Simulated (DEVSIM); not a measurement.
Device: abrupt Si n-p junction, at 300 K.

Layer 1 from the left is Si, thickness (μm) 95.0, Nd (cm⁻³) 1.1e16, τn (s) 0.00019, τp (s) 0.00019. Layer 2 from the left is Si, thickness (μm) 17.0, Na (cm⁻³) 4.3e16, τn (s) 0.00019, τp (s) 0.00019.

Left contact: ohmic. Right contact: ohmic. Voltage is applied to the left contact. Recombination: SRH at mid-gap, radiative. Mobility is μmin + (μ − μmin)/(1 + (N/Nref)^α).

The device is made up for the run: typed textbook-type constants, with dimensions and the other settings drawn at random. Values at 300 K.

Si: gap (eV) 1.124, affinity (eV) 4.05, permittivity 11.7, Nc (cm⁻³) 2.86e19, Nv (cm⁻³) 3.1e19, μn (cm²/Vs) 1417, μp (cm²/Vs) 470, μn,min 52, μp,min 45, Nref,n 9.7e16, Nref,p 2.2e17, αn 0.68, αp 0.72, B (cm³/s) 4.7e-15.

Simulated with DEVSIM: 1D drift-diffusion, Boltzmann statistics, complete ionisation; no tunnelling, impact ionisation, image-force lowering or self-heating.

Dark forward current:

```
|V| (V)  |J| (A/cm²)
-------  -----------
0.05       6.882e-11
0.10       4.528e-10
0.15        2.884e-9
0.20        1.909e-8
0.25        1.295e-7
0.30        8.888e-7
0.35        6.127e-6
0.40        4.232e-5
0.45       0.0002925
0.50        0.002022
0.55         0.01396
0.60         0.09544
0.65          0.6150
0.70           3.142
0.75           10.69
0.80           25.65
0.85           49.09
0.90           81.47
0.95           123.0
1.00           174.0
1.05           234.5
1.10           304.7
1.15           384.6
1.20           474.5
1.25           574.5
1.30           684.6
```

**Question.** Work out the local ideality factor n = ΔV / (kT/q · ln(J2/J1)) between the rows 0.15 and 0.20 V, 0.45 and 0.50 V, 1.25 and 1.30 V.

**Answer.** kT/q = 25.85 mV. From 0.15 to 0.20 V: ln(1.909e-8/2.884e-9) = 1.890, n = 1.02, near the 1 of diffusion or emission over a barrier. From 0.45 to 0.50 V: ln(0.002022/0.0002925) = 1.933, n = 1.00, near the 1 of diffusion or emission over a barrier. From 1.25 to 1.30 V: ln(684.6/574.5) = 0.175, n = 11.03.

**Question.** Estimate the current at 0.40 V from the Shockley equation with J0 = Σ q ni² D/(N L) coth(W/L), τ joining the SRH, radiative and Auger lifetimes that are on, and W taken as the whole layer.

**Answer.** ni² = 1.16e20 cm⁻⁶; holes in the n layer: μ = 426 cm²/Vs, D = 11.0 cm²/s, τ = 0.000188 s, L = 455 μm, W/L = 0.21, term 1.98e-12 A/cm²; electrons in the p layer: μ = 919 cm²/Vs, D = 23.7 cm²/s, τ = 0.000183 s, L = 659 μm, W/L = 0.026, term 6.03e-12 A/cm². J0 = 8.01e-12 A/cm², and J = J0 exp(qV/kT) = 4.21e-5 A/cm². The simulation gives 4.23e-5 A/cm², the same within the digits that matter. The estimate leaves out recombination in the depletion region and that region's share of W.
